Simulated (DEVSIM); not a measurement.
System: illuminated Si p-on-n cell, one wavelength, at 350 K.

Layer 1 from the left is Si, thickness (μm) 0.370, Na (cm⁻³) 1.8e19, τn (s) 1e-6, τp (s) 1.4e-6, absorption coefficient (cm⁻¹) 34000. Layer 2 from the left is Si, thickness (μm) 160, Nd (cm⁻³) 2e15, τn (s) 3.5e-6, τp (s) 3.5e-6, absorption coefficient (cm⁻¹) 34000.

Left contact: ohmic, minority electron recombination velocity 400 cm/s. Right contact: ohmic, minority hole recombination velocity 7e6 cm/s. Voltage is applied to the left contact. Recombination: SRH at mid-gap, radiative, Auger. Gap narrowing is on: ΔEg = 6.92 meV × (l + √(l² + 0.5)), l = ln(N/1.3e17 cm⁻³), shared equally by both band edges. Light enters at the left, 6.2e17 photons cm⁻² s⁻¹, one pass, no reflection. Mobility is constant in doping.

This is a model device: material constants are rounded textbook-type values typed into the input, and sizes, dopings and lifetimes were drawn at random. Values at 300 K; Nc and Nv go as T^1.5, mobilities as T to minus their exponent, the gap by Varshni's rule with the affinity fixed.

Si: gap (eV) 1.124, affinity (eV) 4.05, permittivity 11.7, Nc (cm⁻³) 2.86e19, Nv (cm⁻³) 3.1e19, μn (cm²/Vs) 1417, μp (cm²/Vs) 470, T exponent of μn 2.3, T exponent of μp 2.2, B (cm³/s) 4.7e-15, Cn (cm⁶/s) 2.8e-31, Cp (cm⁶/s) 9.9e-32, Varshni α (eV/K) 0.000473, Varshni β (K) 636.

DEVSIM, 1D drift-diffusion, Boltzmann statistics, complete ionisation; no tunnelling, impact ionisation, image-force lowering or self-heating.

Dark forward current:

```csv
|V| (V),|J| (A/cm²)
0.05,1.959e-7
0.10,8.971e-7
0.15,3.865e-6
0.20,1.772e-5
0.25,8.614e-5
0.30,0.0004338
0.35,0.002218
0.40,0.01123
0.45,0.05268
0.50,0.2000
0.55,0.5853
0.60,1.443
0.65,3.238
0.70,6.851
0.75,13.88
0.80,27.05
0.85,50.52
0.90,89.04
0.95,145.6
1.00,219.8
1.05,309.1
1.10,410.7
1.15,522.3
1.20,642.2
1.25,769.2
1.30,902.3
```

Problem. Work out the local ideality factor n = ΔV / (kT/q · ln(J2/J1)) between the rows 0.15 and 0.20 V, 0.30 and 0.35 V, 1.25 and 1.30 V.

Solution. kT/q = 30.16 mV. From 0.15 to 0.20 V: ln(1.772e-5/3.865e-6) = 1.523, n = 1.09, near the 1 of diffusion or emission over a barrier. From 0.30 to 0.35 V: ln(0.002218/0.0004338) = 1.632, n = 1.02, near the 1 of diffusion or emission over a barrier. From 1.25 to 1.30 V: ln(902.3/769.2) = 0.160, n = 10.39.

Problem. What current could the absorbed light give at most, and what share is collected?

Solution. Σ αd = 545, so qΦ(1 − exp(−Σ αd)) = 99.3 mA/cm². The simulated short-circuit current is 99.09 mA/cm², a share of 1.00.

Problem. Estimate the open-circuit voltage by superposition: the voltage at which the dark current equals that short-circuit current.

Solution. Interpolating ln J in the table gives 0.474 V. The simulation gives 0.469 V; the estimate lies 5 mV above. Superposition holds where collection doesn't change with voltage.

Problem. Estimate the fill factor from FF0 = (v − ln(v + 0.72))/(v + 1), v = qVoc/(nkT), with n from the dark curve.

Solution. The rows about Voc, 0.45 and 0.50 V, give n = 1.24, so v = 12.5 and FF0 = 0.735. The simulation gives 0.755; the estimate lies 2.7 % below.
